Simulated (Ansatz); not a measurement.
Consider GaAs in the zinc blende structure (space group F-43m, No. 216; a = 5.6590 Å).

Method: PBEsol/PAW in Ansatz (a program for electronic structure), no spin-orbit coupling.

Before the change:

- Gap between the host's bands: 0.42 eV

Modification: 0.136 holes added to each cell, a density of 3.0×10^21 cm⁻³, with a uniform compensating background at fixed cell and a 300 K Fermi–Dirac width.

Question: Predict the new gap between the host's bands and Fermi level from band edge.

Answer: The gap between the host's bands grows by 0.02 eV, from 0.42 eV to 0.44 eV; the Fermi level relative to the doped band's edge (positive inside the band; to 0.05 eV) amounts to +0.55 eV.

Charged cell with a jellium background: band edges are those of the host's band count, energies are not comparable with the neutral cell, and many-body gap narrowing is missing. No phonon test of stability was made.
